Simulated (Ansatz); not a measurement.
Element substitutions in hypothetical ReO3 type BiF3

Start from BiF3 in the ReO3 type structure (space group Pm-3m, No. 221; a = 4.5265 Å; a hypothetical phase, not in the database extracts checked).

Each row replaces one element on all its sites; cell and atoms are relaxed.

Level of theory: DFT with r2SCAN, PAW potentials and a 500 eV plane-wave cutoff in Ansatz (a first-principles code), spin-orbit coupling left out.

Notes on the quantities. electron mass: degenerate bands, along [100].

```csv
variant,gap character,electron mass,lattice parameter a,band gap
base,direct at R,"0.18, 2.1, 2.1 mₑ (at R)",4.526 Å,3.55 eV
F → Br,direct at R,"0.045, 0.65, 0.65 mₑ (at R)",5.688 Å,0.98 eV
Bi → Tl,(withheld),(withheld),(withheld),(withheld)
Bi → As,direct at R,"0.096, 1.5, 1.5 mₑ (at R)",4.084 Å,1.39 eV
F → Cl,direct at R,"0.067, 0.85, 0.85 mₑ (at R)",5.398 Å,1.49 eV
```

Some entries are withheld; estimate them.


- Bi → Tl, gap character: indirect, R → Γ
- Bi → Tl, electron mass: 0.29 mₑ (at Γ)
- Bi → Tl, lattice parameter a: 4.309 Å
- Bi → Tl, band gap: 1.43 eV

Spin-orbit coupling, missing from the scalar runs, can matter with Bi and Tl. Effective masses come from finite differences of ±0.01 Å⁻¹. No phonon test of stability was made. As relaxed here, BiBr3, TlF3, AsF3 and BiCl3 are hypothetical phases, not in the database extracts checked.
